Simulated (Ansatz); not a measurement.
Start from Ge in the diamond structure (space group Fd-3m, No. 227; a = 5.622 Å).

Calculations: DFT with LDA, PAW potentials and a 420 eV plane-wave cutoff in Ansatz (a first-principles code), no spin-orbit coupling.

For the base:

```
Property    Value
--------  -------
Pressure  0.0 GPa
Band gap     zero
```

Perturbation: every lattice vector is stretched by 1.50 %; the atoms relax in the strained cell.

How does this affect the pressure, energy relative to the base and band gap?

The pressure goes from zero to -2.9 GPa; the energy goes up by 9.5 meV/atom; the band gap remains zero.

No phonon test of stability was made. A zero or small gap of Ge can be the functional's error rather than a property of the material.
